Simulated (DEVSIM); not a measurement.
Device: abrupt GaAs n-p junction, at 300 K.

Layer 1 from the left is GaAs, thickness (μm) 80.0, Nd (cm⁻³) 5.4e16, τn (s) 9e-9, τp (s) 9e-9. Layer 2 from the left is GaAs, thickness (μm) 1.20, Na (cm⁻³) 9e15, τn (s) 9e-9, τp (s) 9e-9.

Left contact: ohmic. Right contact: ohmic. Voltage is applied to the left contact. Recombination: SRH at mid-gap, radiative. Mobility is constant in doping.

Constants are typed, rounded textbook-type inputs, not results; the design itself was drawn at random and stands for no fabricated device. Values at 300 K.

GaAs: gap (eV) 1.424, affinity (eV) 4.07, permittivity 12.9, Nc (cm⁻³) 4.7e17, Nv (cm⁻³) 9e18, μn (cm²/Vs) 8500, μp (cm²/Vs) 400, B (cm³/s) 2e-10.

Model (solved in DEVSIM): 1D drift-diffusion, Boltzmann statistics, complete ionisation; no tunnelling, impact ionisation, image-force lowering or self-heating.

Dark forward current:

```
|V| (V)  |J| (A/cm²)
-------  -----------
0.05       8.224e-11
0.10       2.864e-10
0.15       8.295e-10
0.20        2.297e-9
0.25        6.275e-9
0.30        1.710e-8
0.35        4.664e-8
0.40        1.279e-7
0.45        3.545e-7
0.50        1.005e-6
0.55        2.992e-6
0.60        9.806e-6
0.65        3.767e-5
0.70       0.0001760
0.75       0.0009745
0.80        0.006005
0.85         0.03907
0.90          0.2601
0.95           1.738
1.00           11.23
1.05           60.81
1.10           211.7
1.15           468.0
1.20           788.4
1.25            1145
1.30            1523
```

Q: Work out the local ideality factor n = ΔV / (kT/q · ln(J2/J1)) between the rows 0.15 and 0.20 V, 0.90 and 0.95 V, 1.25 and 1.30 V.

A: kT/q = 25.85 mV. From 0.15 to 0.20 V: ln(2.297e-9/8.295e-10) = 1.019, n = 1.90, near the 2 of recombination in the depletion region. From 0.90 to 0.95 V: ln(1.738/0.2601) = 1.899, n = 1.02, near the 1 of diffusion or emission over a barrier. From 1.25 to 1.30 V: ln(1523/1145) = 0.285, n = 6.78.

Q: Estimate the current at 0.90 V from the Shockley equation with J0 = Σ q ni² D/(N L) coth(W/L), τ joining the SRH, radiative and Auger lifetimes that are on, and W taken as the whole layer.

A: ni² = 5.04e12 cm⁻⁶; holes in the n layer: μ = 400 cm²/Vs, D = 10.3 cm²/s, τ = 8.20e-9 s, L = 2.91 μm, W/L = 27, term 5.31e-19 A/cm²; electrons in the p layer: μ = 8500 cm²/Vs, D = 220 cm²/s, τ = 8.86e-9 s, L = 13.9 μm, W/L = 0.086, term 1.65e-16 A/cm². J0 = 1.65e-16 A/cm², and J = J0 exp(qV/kT) = 0.218 A/cm². The simulation gives 0.260 A/cm²; the estimate lies 16 % below. The estimate leaves out recombination in the depletion region and that region's share of W.
